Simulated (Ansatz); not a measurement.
## How the cohesive energy of Ag (model structure, I4₁/amd, No. 141, 2 atoms in the cell) moves with the method

No measured value is used here.

```
level (code)     value (eV/atom)  cell (Å³/atom)
---------------  ---------------  --------------
LDA (Ansatz)                3.34           17.63
PBE (Ansatz)                2.29           19.75
PBEsol (Ansatz)             2.80           18.39
r²SCAN (Ansatz)             2.63           19.06
```

Each level is taken at its own relaxed cell. Cutoffs differ between the levels. Ansatz's density-functional and Hartree–Fock values are scalar-relativistic unless marked +SOC, with PAW data made under PBE.

A model structure was made by putting elements into a prototype or built by hand; it is no filed structure, need not be a known phase, and can be a saddle point held by its symmetry.

Ansatz is a first-principles code.
